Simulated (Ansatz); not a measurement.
Data:

```yaml
crystal:
  lattice:
    - [3.21665, 0.00000, 0.00000]
    - [0.00000, 3.21665, 0.00000]
    - [1.60833, -1.60833, 1.68142]
  atoms:
    - { symbol: Ta, position: [0.00000, 0.00000, 0.00000] }
```

No spin polarisation.

Calculations: PBEsol/PAW in Ansatz (a program for electronic structure), no spin-orbit coupling. k-mesh 28×28×28 (Γ-centred); smearing 0.1 eV (Fermi–Dirac).

Q: Predict the band gap and pressure.

A: 
* **Band gap**: zero
* **Pressure (mean of the normal stresses, compression positive)**: 3.6 GPa

The cells carry an imposed strain or load. Stability against distortions was not tested. The final runs are not spin-polarised. The cell was made from Ta in the bcc (W type) structure (space group Im-3m, No. 229) by this change: biaxial strain −2.00 %, plane normal [001], relaxed out of plane.
